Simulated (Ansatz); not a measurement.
**Sb in the A7 type structure (space group R-3m, No. 166)**

```cif
data_Sb6
_chemical_formula_sum 'Sb6'
_space_group_name_H-M_alt 'R-3m :H'
_space_group_IT_number 166
_space_group_name_Hall '-R 3 2"'
_cell_length_a 4.26865
_cell_length_b 4.26865
_cell_length_c 10.71700
_cell_angle_alpha 90.000
_cell_angle_beta 90.000
_cell_angle_gamma 120.000
loop_
_atom_site_label
_atom_site_type_symbol
_atom_site_symmetry_multiplicity
_atom_site_Wyckoff_symbol
_atom_site_fract_x
_atom_site_fract_y
_atom_site_fract_z
_atom_site_occupancy
Sb1 Sb 6 c 0.00000 0.00000 0.23892 1
```
(The calculation used a cell of 2 atoms; values per cell refer to that cell.)

Computed with Kohn–Sham DFT with the PBEsol-D3(BJ) functional, run in Ansatz (a program for electronic structure) with PAW and 420 eV plane waves, no SOC, earlier PAW set. Settings: 13×13×13 k-points, 0.05 eV Fermi–Dirac smearing.

The volume per atom comes out as 28.19 Å³. The density is 7.17 g/cm³ and the band gap comes out as zero. The total energy is -6408.634 eV/atom (σ→0; compares only within this code and set-up).

Spin-orbit coupling, missing from the scalar runs, can matter with Sb. No phonon test of stability was made.
